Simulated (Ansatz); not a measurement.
## Short convergence ladders for AlRh (P4mm, 2 atoms in the cell)

```xyz
2
Lattice="2.9922 0.0000 0.0000 0.0000 2.9922 0.0000 0.0000 0.0000 2.9922" Properties=species:S:1:pos:R:3 pbc="T T T"
Al     0.0000     0.0000     0.0500
Rh     1.4961     1.4961     1.4961
```

Base method: LDA (PW92), default PAW files made with PBE (plane waves; Ansatz, a first-principles code).

Base settings: basis.ecutwfc = 420 eV; kpoints.mp_grid.grid = 11 11 11; hamiltonian.xc = lda; hamiltonian.pseudopotentials = {kind: paw} (the program's default PAW files); scf.occupations.method = gaussian; scf.occupations.width = 0.1 eV.

The count of work is k-points × plane waves × bands × iterations; it is no time. 

**The width of Fermi-Dirac smearing**

In this ladder: kpoints.mp_grid.grid = 18 18 18; scf.occupations.method = fermi_dirac.

Narrow widths need finer meshes than wide ones, so the last steps can hold mesh noise.

Only quantities that move along the ladder and can be compared are tabulated; pressure and forces are left out, as mesh noise rules them at narrow widths.

```tsv
scf.occupations.width	free energy less the last step's (meV/atom)	energy extrapolated to zero width less the last step's (meV/atom)
1 eV	-698.53	93.18
0.5 eV	-138.83	21.67
0.3 eV	-44.32	1.96
0.2 eV	-18.73	0.14
0.1 eV	-3.70	0.12
0.05 eV	0.00	0.00
```

Widest scf.occupations.width that holds the free energy within 5 meV/atom: not settled: the last two steps still differ by 3.7 meV/atom, over half the tolerance, so the ladder does not show it.

Widest scf.occupations.width that holds the energy extrapolated to zero width within 1 meV/atom of the last step, with all finer ones: 0.2 eV; the step before is off by 2.0 meV/atom.

The extrapolation to zero width removes most of the smearing's effect on the energy.

**The width of Methfessel-Paxton smearing**

In this ladder: kpoints.mp_grid.grid = 18 18 18; scf.occupations.method = methfessel_paxton.

Narrow widths need finer meshes than wide ones, so the last steps can hold mesh noise.

Only quantities that move along the ladder and can be compared are tabulated; pressure and forces are left out, as mesh noise rules them at narrow widths.

```csv
scf.occupations.width,free energy less the last step's (meV/atom)
1 eV,6.21
0.5 eV,1.49
0.3 eV,0.78
0.2 eV,0.35
0.1 eV,0.06
0.05 eV,0.00
```

Widest scf.occupations.width that holds the free energy within 5 meV/atom of the last step, with all finer ones: 0.5 eV; the step before is off by 6.2 meV/atom.

**The mesh under tetrahedron occupations**

In this ladder: scf.occupations.method = tetrahedron; scf.occupations.width = default.

Only quantities that move along the ladder and can be compared are tabulated.

```tsv
kpoints.mp_grid.grid	free energy less the last step's (meV/atom)	pressure (GPa)	largest difference of a force vector from the last step's (eV/Å)	count of work / last
5 5 5	-16.97	-9.50	0.008	0.012
6 6 6	2.28	-8.86	0.001	0.027
7 7 7	-2.20	-9.02	0.002	0.027
9 9 9	-1.64	-8.91	0.001	0.051
11 11 11	-0.13	-8.86	0.001	0.086
13 13 13	-0.34	-8.85	0.000	0.13
17 17 17	0.00	-8.83	0.000	0.28
21 21 21	0.04	-8.82	0.000	0.49
26 26 26	0.00	-8.82	0.000	1.0
```

Coarsest kpoints.mp_grid.grid that holds the free energy within 0.5 meV/atom of the last step, with all finer ones: 11 11 11, at 0.086 of the last step's count of work; the step before is off by 1.6 meV/atom.

Coarsest kpoints.mp_grid.grid that holds the pressure within 0.5 GPa of the last step, with all finer ones: 6 6 6, at 0.027 of the last step's count of work; the step before is off by 0.69 GPa.

Coarsest kpoints.mp_grid.grid that holds the forces within 0.005 eV/Å of the last step, with all finer ones: 6 6 6, at 0.027 of the last step's count of work; the step before is off by 0.008 eV/Å.

On the base run: the starting cell comes from a database of computed structures (which also holds hypothetical and non-ambient phases and stackings), without a prior relaxation at this level. Its lattice was rescaled by up to half a per cent. One atom was moved a little off its site on purpose. Spin polarisation is off. In the base run, with a pressure of about -9 GPa the cell is away from its equilibrium volume at this level. Ansatz's pressure includes its estimate of the finite-basis (Pulay) stress.

Left out of this page: 4 runs of the series outside the window shown, repeating another row's setting, or not comparable.

Keys are those of Ansatz 0.2.
